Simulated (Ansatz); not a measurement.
The parent structure is Si in the diamond structure (space group Fd-3m, No. 227; a = 5.4443 Å). Axes: x, y, z lie along the cube axes.

Now apply this change: biaxial strain −1.13 %, plane normal [111], relaxed out of plane (Cartesian); in-plane vectors clamped, the third vector and the atoms free.

Levels (all Ansatz, a quantum-chemistry and plane-wave program, PAW): r2SCAN (500 eV, spin-orbit coupling left out); HSE06+SOC (420 eV, noncollinear with spin-orbit coupling).

The geometry is relaxed with r2SCAN.

```
Quantity                                    Result
----------------------------  --------------------
r2SCAN valence-band top at Γ  0.00, 0.00, -0.16 eV
r2SCAN band gap                            0.68 eV
```

### Question
What does HSE06+SOC give at this geometry for the valence-band top at Γ and band gap?

### Answer
The valence-band top at Γ (three highest Kramers pairs, from the VBM) becomes 0.00, -0.03, -0.18 eV (r2SCAN: 0.00, 0.00, -0.16 eV); the band gap goes up by 0.350 eV, from 0.68 eV to 1.02 eV.

Single points use the geometry relaxed with r2SCAN. HSE06 was sampled on its mesh, a few special points and the semilocal edge points, so its gap is an upper bound. The spin-orbit shifts are approximate. Whether these cells are dynamically stable was not tested.
